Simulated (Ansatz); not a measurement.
## Effect of pressure 15 GPa on Os

Start from Os in the hcp (Mg type) structure (space group P6_3/mmc, No. 194; a = 2.755 Å, c = 4.344 Å).

Perturbation: a hydrostatic pressure of 15 GPa.

Level of theory: PBE, PAW, 420 eV (Ansatz, a first-principles code; without spin-orbit coupling). Γ-centred 19×19×11 mesh, Fermi–Dirac width 0.05 eV.

The volume per atom decreases by 0.49 Å³ to 13.79 Å³ and the density grows by 0.78 g/cm³, from 22.13 g/cm³ to 22.91 g/cm³. The lattice parameter a shrinks by 0.033 Å to 2.722 Å and the c/a ratio grows by 0.002, from 1.577 to 1.579. The shortest interatomic distance decreases by 0.0297 Å (2.692 Å → 2.663 Å) and the band gap stays zero.

Final structure:

```xyz
2
Lattice="2.7217 0.0000 0.0000 -1.3609 2.3571 0.0000 0.0000 0.0000 4.2988" Properties=species:S:1:pos:R:3 pbc="T T T"
Os     1.3609     0.7857     3.2241
Os     0.0000     1.5714     1.0747
```

Cost of the whole job for the changed cell (relaxation, final SCF and bands): about 50 core-seconds (a rough figure).

Load acts through the strain it causes; cell and atoms are relaxed under it. Whether these cells are dynamically stable was not tested. Competing high-pressure phases were not computed. The final runs are not spin-polarised.
